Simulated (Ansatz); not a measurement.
We consider CuPd (R-3m, No. 166, 2 atoms in the cell; start mp-1225701; a measured phase of this formula has another space group), described by LDA (plane waves, PAW; Ansatz, an electronic-structure program).

Settings: plane-wave cutoff 520 eV, 24×24×24 k mesh, Fermi–Dirac smearing 0.05 eV, no spin polarisation, scalar-relativistic PAW data made under PBE.

Cell (relaxed at this level):

```yaml
crystal:
  lattice:
    - [1.32767, 0.76653, 4.15850]
    - [-1.32767, 0.76653, 4.15850]
    - [0.00000, -1.53307, 4.15850]
  atoms:
    - { symbol: Cu, position: [0.00000, 0.00000, 0.00000] }
    - { symbol: Pd, position: [0.50000, 0.50000, 0.50000] }
```

Estimate the bulk modulus B0 that the calculation returns.


bulk modulus B0: 207 GPa

Note: the run has no spin polarisation, so it can have missed a magnetic state; the bulk modulus is −V dP/dV from two relaxed cells at ±2 % in volume; the relaxation could not lower the start's symmetry, so the cell can be a saddle point above a distorted one.

A start named mp-… is a Materials Project structure, which need not be a measured phase.
